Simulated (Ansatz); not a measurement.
**AgRhO2: tensor shear ε_xz = −1.98 %**

Start from AgRhO₂ (space group R-3m, No. 166; a = 3.0534 Å, c = 18.5767 Å (hexagonal axes); a cell from a computed database, its experimental status unchecked). Axes: x lies along a and z along c of the hexagonal cell.

Modification: a pure shear with ε_xz = ε_zx = -0.0198; the atoms relax in the strained cell.

Calculations: PBEsol/PAW in Ansatz (a quantum-chemistry and plane-wave program), scalar-relativistic without spin-orbit coupling. Γ-centred 13×13×13 mesh, Fermi–Dirac width 0.05 eV.

The space group becomes P-1 (No. 2) (base: R-3m (No. 166)) and the shortest interatomic distance is nearly the same (2.027 Å against 2.026 Å). The energy grows by 1.2 meV/atom and the pressure (mean of the normal stresses, compression positive) stays essentially unchanged (0.00 GPa against -0.06 GPa). The band gap decreases by 0.01 eV to 0.42 eV (an upper bound: an edge found on the path is not a true extremum; the changed cell) and the largest internal atomic displacement is 0.037 Å. The stress (xx, yy, zz, yz, xz, xy; compression positive) amounts to (-0.05, -0.02, -0.09, 0.01, 0.77, -0.21) GPa.

Final structure:

```xyz
4
Lattice="1.4041 0.8815 6.1620 -1.6493 0.8815 6.2224 -0.1226 -1.7629 6.1922" Properties=species:S:1:pos:R:3 pbc="T T T"
Ag     0.0000     0.0000     0.0000
Rh    -0.1839     0.0000     9.2883
O     -0.2896    -0.0001    16.4819
O     -0.0782     0.0001     2.0948
```

Cost of the whole job for the changed cell (relaxation, final SCF and bands): about 8 core-minutes (a rough figure).

Whether these cells are dynamically stable was not tested.
